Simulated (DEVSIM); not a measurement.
# abrupt Ge p-n junction

Device: abrupt Ge p-n junction, at 300 K.

```csv
layer (left to right),material,thickness (μm),Nd (cm⁻³),Na (cm⁻³),τn (s),τp (s)
1,Ge,30.0,-,1e16,0.00082,0.00082
2,Ge,11.0,3.4e16,-,0.00082,0.00082
```

Left contact: ohmic. Right contact: ohmic. Voltage is applied to the left contact. Recombination: SRH at mid-gap, radiative. Mobility is μmin + (μ − μmin)/(1 + (N/Nref)^α).

This is a model device: material constants are rounded textbook-type values typed into the input, and sizes, dopings and lifetimes were drawn at random. Values at 300 K.

```tsv
parameter	Ge
gap (eV)	0.664
affinity (eV)	4
permittivity	16
Nc (cm⁻³)	1.04e19
Nv (cm⁻³)	6e18
μn (cm²/Vs)	3900
μp (cm²/Vs)	1900
μn,min	150
μp,min	100
Nref,n	2.6e17
Nref,p	4e17
αn	0.56
αp	0.6
B (cm³/s)	6.4e-14
```

DEVSIM, 1D drift-diffusion, Boltzmann statistics, complete ionisation; no tunnelling, impact ionisation, image-force lowering or self-heating.

Potential step across the device at zero bias: 0.351 V
Largest field in the device at zero bias: 23000 V/cm
Dark forward voltage at 1 A/cm²: 0.212 V
Dark forward voltage at 100 A/cm²: 0.360 V

Dark reverse current:

| V (V) | J (A/cm²) |
|---|---|
| -0.04 | -0.00022 |
| -0.10 | -0.00028 |
| -0.20 | -0.00028 |
| -0.30 | -0.00028 |
| -0.40 | -0.00028 |
| -0.60 | -0.00028 |
| -0.80 | -0.00028 |
| -1.00 | -0.00028 |
| -1.30 | -0.00028 |
| -1.60 | -0.00028 |
| -2.00 | -0.00028 |

Small-signal capacitance in reverse bias (quasi-static):

```json
[
 {"V (V)": "-0.04", "C (nF/cm²)": "51.0"},
 {"V (V)": "-0.1", "C (nF/cm²)": "46.9"},
 {"V (V)": "-0.2", "C (nF/cm²)": "41.9"},
 {"V (V)": "-0.3", "C (nF/cm²)": "38.3"},
 {"V (V)": "-0.4", "C (nF/cm²)": "35.4"},
 {"V (V)": "-0.6", "C (nF/cm²)": "31.2"},
 {"V (V)": "-0.8", "C (nF/cm²)": "28.2"},
 {"V (V)": "-1", "C (nF/cm²)": "26.0"},
 {"V (V)": "-1.3", "C (nF/cm²)": "23.4"},
 {"V (V)": "-1.6", "C (nF/cm²)": "21.5"},
 {"V (V)": "-2", "C (nF/cm²)": "19.5"}
]
```
